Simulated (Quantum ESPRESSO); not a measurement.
## What a tighter setting buys: K_POINTS, MgZn₃ (P-6m2, 4 atoms in the cell)

```
MgZn3
1.0
    2.97721     0.00000     0.00000
   -1.48860     2.57834     0.00000
    0.00000     0.00000     8.77860
Mg Zn
1 3
Cartesian
  1.48861   0.85945   4.38930
  1.48861   0.85945   0.00000
  0.00000   0.00000   6.67024
  0.00000   0.00000   2.10836
```

Computed with PBEsol, GBRV 1.5 ultrasoft (PBESOL) pseudopotentials (plane waves; Quantum ESPRESSO 7.5).

Base settings: ecutwfc = 50 Ry; ecutrho = 250 Ry; occupations = smearing; smearing = marzari-vanderbilt; degauss = 0.0073499 Ry; potentials = {Mg: mg_pbesol_v1.4.uspp.F.UPF, Zn: zn_pbesol_v1.uspp.F.UPF}; K_POINTS = automatic 12 12 3 0 0 0; conv_thr = 1e-10 Ry; mixing_beta = 0.3.

Misses are taken against the tightest run, automatic 20 20 6 0 0 0, which need not be fully converged itself. The energy is the free energy per atom.

The count of work is k-points × plane waves × bands × iterations; it is no time, and leaves out set-up, grids and terms that scale otherwise. Core times come from one kind of shared machine and are given to one figure; runs under 30 s give none.

The starting cell comes from a database of computed structures (which also holds hypothetical and non-ambient phases and stackings), without a prior relaxation at this level. In the base run, with a pressure of about -4 GPa the cell is away from its equilibrium volume at this level.

The runs (K_POINTS): automatic 1 1 1 0 0 0 | automatic 2 2 1 0 0 0 | automatic 3 3 1 0 0 0 | automatic 4 4 2 0 0 0 | automatic 5 5 2 0 0 0 | automatic 6 6 2 0 0 0 | automatic 7 7 2 0 0 0 | automatic 9 9 3 0 0 0 | automatic 10 10 3 0 0 0 | automatic 12 12 3 0 0 0 | automatic 12 12 4 0 0 0 | automatic 14 14 4 0 0 0 | automatic 20 20 6 0 0 0.

Which is the coarsest setting among those run that, with all tighter ones, holds the energy within 10 meV/atom of the reference, and what does it save?

automatic 9 9 3 0 0 0, off by 7.2 meV/atom; it needs 0.16 of the reference's count of work and about 0.2 of the reference's time. The coarser automatic 4 4 2 0 0 0 also lies inside, but a setting between leaves the range again, so that is luck.

Which is the coarsest setting among those run that, with all tighter ones, holds the energy within 5 meV/atom of the reference, and what does it save?

automatic 12 12 3 0 0 0, off by 4.4 meV/atom; it needs 0.25 of the reference's count of work and about 0.3 of the reference's time. The coarser automatic 4 4 2 0 0 0 also lies inside, but a setting between leaves the range again, so that is luck.

What does the step from automatic 10 10 3 0 0 0 to automatic 14 14 4 0 0 0 buy?

It takes the miss in the energy from 9.2 to 1.9 meV/atom, for 2.6 times the count of work and roughly 3 times the time.

```csv
K_POINTS,energy less reference (meV/atom),pressure less reference (GPa),largest difference in the force on any atom (eV/Å),count of work / reference,core time / reference (rough)
automatic 1 1 1 0 0 0,-5211.62,-38.35,0.487,0.0061,–
automatic 2 2 1 0 0 0,429.93,-3.99,0.647,0.013,–
automatic 3 3 1 0 0 0,404.38,4.03,0.088,0.020,–
automatic 4 4 2 0 0 0,0.54,-0.58,0.310,0.049,–
automatic 5 5 2 0 0 0,-30.71,-1.12,0.046,0.066,–
automatic 6 6 2 0 0 0,34.57,-0.60,0.092,0.099,0.2
automatic 7 7 2 0 0 0,14.12,0.11,0.025,0.091,0.1
automatic 9 9 3 0 0 0,7.19,-0.58,0.055,0.16,0.2
automatic 10 10 3 0 0 0,9.15,0.29,0.045,0.19,0.2
automatic 12 12 3 0 0 0,-4.39,-0.19,0.026,0.25,0.3
automatic 12 12 4 0 0 0,-2.27,-0.07,0.014,0.32,0.4
automatic 14 14 4 0 0 0,1.88,0.06,0.001,0.48,0.6
automatic 20 20 6 0 0 0,0.00,0.00,0.000,1.0,1
```
